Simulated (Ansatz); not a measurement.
**Ru in the simple cubic structure (space group Pm-3m, No. 221; a hypothetical phase, not in the database extracts checked)**

```yaml
crystal:
  lattice:
    - [2.51129, 0.00000, 0.00000]
    - [0.00000, 2.51129, 0.00000]
    - [0.00000, 0.00000, 2.51129]
  atoms:
    - { symbol: Ru, position: [0.00000, 0.00000, 0.00000] }
```

Calculations: PBE in Ansatz (plane waves to 420 eV, PAW, no SOC). Γ-centred 18×18×18 mesh, Fermi–Dirac width 0.05 eV.

```json
{
  "volume_per_atom": "15.84 Å³",
  "density": "10.60 g/cm³",
  "band_gap": "zero",
  "total_energy": "-5877.553 eV/atom (σ→0; compares only within this code and set-up)"
}
```

Stability against distortions was not tested. The final runs are not spin-polarised. Ru has a high density of states at the Fermi level and may be magnetic at this level.

Ansatz is a quantum-chemistry and plane-wave program.
